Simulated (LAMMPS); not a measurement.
Melts of Al (fcc) with 25 % of Al sites Co cooled to 300 K at several rates.

Model: classical MD, pair style eam/alloy, file CoAl.eam.alloy; code LAMMPS.

```
cooling rate (K/s)  state                  density  coordination number of Al by Co        rough cost
------------------  -----  -----------------------  -------------------------------  ----------------
1e+12               glass  3.84 g/cm³ (one sample)         2.93 (counted to 3.38 Å)   40 core-minutes
1e+13               glass  3.84 g/cm³ (one sample)         2.94 (counted to 3.38 Å)    6 core-minutes
1e+14               glass  3.84 g/cm³ (one sample)         2.96 (counted to 3.38 Å)  3.0 core-minutes
```

Costs are rough and include melting and analysis.
